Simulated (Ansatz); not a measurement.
Consider Sn in the diamond structure (space group Fd-3m, No. 227; a = 6.569 Å). Axes: x, y, z lie along the cube axes.

All numbers come from r2SCAN, PAW, 500 eV (Ansatz, a program for electronic structure; no SOC), earlier PAW set.

Before the change:

The band gap is zero.

Perturbation: biaxial strain −1.84 %, plane normal [001], relaxed out of plane (Cartesian); in-plane vectors clamped, the third vector and the atoms free.

Q: How does this affect the band gap?

A: The band gap remains zero.

Q: What happens to the energy relative to the base?

A: The energy grows by 5.3 meV/atom.

Stability against distortions was not tested.
